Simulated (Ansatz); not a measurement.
Consider an 8-atom supercell of ZnCu2SnSe4 (space group I-4, No. 82; a = 5.764 Å, c = 11.526 Å) at its relaxed geometry.

Calculations: plane-wave PAW DFT at the PBE level (Ansatz, a program for electronic structure, 420 eV), spin-orbit coupling left out, earlier PAW set.

One neutral defect a cell, atoms relaxed at fixed cell.

One change was made to it. Results:

| quantity | base | after |
|---|---|---|
| pressure | 0.0 GPa | 4.7 GPa |
| largest displacement of a host atom from its site in the perfect cell | – | 1.54 Å |

Problem. Which change produced these results?
A) Sn on a Cu site (antisite)
B) Sn vacancy
C) Cu interstitial (started 2.37 Å from the nearest host atom)

Solution. A, Sn on a Cu site (antisite). For comparison, the largest displacement of a host atom from its site in the perfect cell in the other runs: Sn vacancy gives 0.25 Å; Cu interstitial (started 2.37 Å from the nearest host atom) gives 0.29 Å.

The cell is small, so the values are those of an ordered compound at a high defect concentration; dilute-limit values will differ. A case with no gap was solved on a k-mesh chosen for an insulator, which is coarse for it. All final runs are without spin polarisation.
